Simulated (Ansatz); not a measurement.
O on the 1x1 (110) surface of bcc W, one in a 3x3 cell, energies for each (64.5 Å²). Energies are against ½ O2(g), without zero-point or thermal terms; each row is named by its start.

These are PBE (plane waves to 420 eV, PAW; Ansatz, an electronic-structure program) values and carry that method's errors.

Slab: 37 atoms, 6.6 Å thick at the start under the adsorbate (thin: gaps and levels are the slab's own); k 4x4x1, smearing 0.1 eV, dipole-corrected; 18 atoms held, the rest relaxed; each run with such symmetry as its start has; spin where the adsorbate may keep a moment, no spin-orbit, no U, no dispersion correction.

A negative adsorption energy means that the adsorbate is more stable on the surface than in its reference. Heights count from the host atoms within 0.3 Å of the top one.

```json
[
 {"starting site": "top W", "E_ads (eV)": "-3.05", "height (Å)": "1.73", "nearest host atom (Å)": "W 1.73", "bonded to": "W", "Δ work function (eV)": "0.50", "lateral drift (Å)": "0.0", "moment (μB)": "0.0"},
 {"starting site": "hollow W-W-W", "E_ads (eV)": "-4.08", "height (Å)": "1.22", "nearest host atom (Å)": "W 2.05", "bonded to": "3 W", "Δ work function (eV)": "0.02", "lateral drift (Å)": "0.1", "moment (μB)": "–"},
 {"starting site": "bridge W-W (span 2.8 Å)", "E_ads (eV)": "-3.61", "height (Å)": "1.43", "nearest host atom (Å)": "W 1.96", "bonded to": "2 W", "Δ work function (eV)": "0.11", "lateral drift (Å)": "0.0", "moment (μB)": "–"},
 {"starting site": "bridge W-W (span 3.2 Å)", "E_ads (eV)": "-3.87", "height (Å)": "1.21", "nearest host atom (Å)": "W 2.02", "bonded to": "4 W", "Δ work function (eV)": "-0.01", "lateral drift (Å)": "0.0", "moment (μB)": "–"}
]
```
